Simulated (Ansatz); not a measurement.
# Response to strain in HgTe

Base system: HgTe in the zinc blende structure (space group F-43m, No. 216; a = 6.573 Å). Axes: x, y, z lie along the cube axes.

Strains are applied to the cell and any free atomic positions relax.

The values are results of Kohn–Sham DFT with the r2SCAN functional, run in Ansatz (an electronic-structure program) with PAW and 500 eV plane waves, no spin-orbit coupling, not measurements.

Notes on the quantities. pressure: mean of the normal stresses, compression positive; energy relative to the base: free energy F.

| change | pressure | energy relative to the base | shortest interatomic distance |
|---|---|---|---|
| base | 0.0 GPa | 0 meV/atom | 2.846 Å |
| uniaxial strain ε_zz = +0.50 % | -0.2 GPa | +0.1 meV/atom | 2.851 Å |
| uniaxial strain ε_zz = +1.00 % | ? | ? | ? |
| uniaxial strain ε_zz = +1.50 % | -0.6 GPa | +1.2 meV/atom | 2.860 Å |
| uniaxial strain ε_zz = +2.00 % | -0.8 GPa | +2.2 meV/atom | 2.865 Å |
| uniaxial strain ε_zz = +2.50 % | -0.9 GPa | +3.4 meV/atom | 2.870 Å |
| uniaxial strain ε_zz = +3.00 % | -1.1 GPa | +4.9 meV/atom | 2.875 Å |

Q: Fill in the withheld entries from the trend.

A: 
- uniaxial strain ε_zz = +1.00 %, pressure: -0.4 GPa
- uniaxial strain ε_zz = +1.00 %, energy relative to the base: +0.6 meV/atom
- uniaxial strain ε_zz = +1.00 %, shortest interatomic distance: 2.856 Å

Whether these cells are dynamically stable was not tested. All final runs are without spin polarisation.
